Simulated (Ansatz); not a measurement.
Base system: HgS in the zinc blende structure (space group F-43m, No. 216; a = 5.876 Å). Axes: x, y, z lie along the cube axes.

The values are results of Ansatz (a quantum-chemistry and plane-wave program) PBEsol, no SOC, not measurements.

Before the change:

| Property | Result |
|---|---|
| Pressure | 0.0 GPa |

Now apply this change: tensor shear ε_xz = −1.72 % (engineering shear γ = -0.0344), atoms relaxed at fixed cell.

How does this affect the pressure?

The pressure (mean of the normal stresses, compression positive) stays 0.0 GPa.

Estimate the effect on the largest internal atomic displacement.

The largest internal atomic displacement comes out as 0.028 Å.

What happens to the energy relative to the base?

The energy grows by 2.3 meV/atom.

The cells carry an imposed strain or load. Whether these cells are dynamically stable was not tested. All final runs are without spin polarisation.
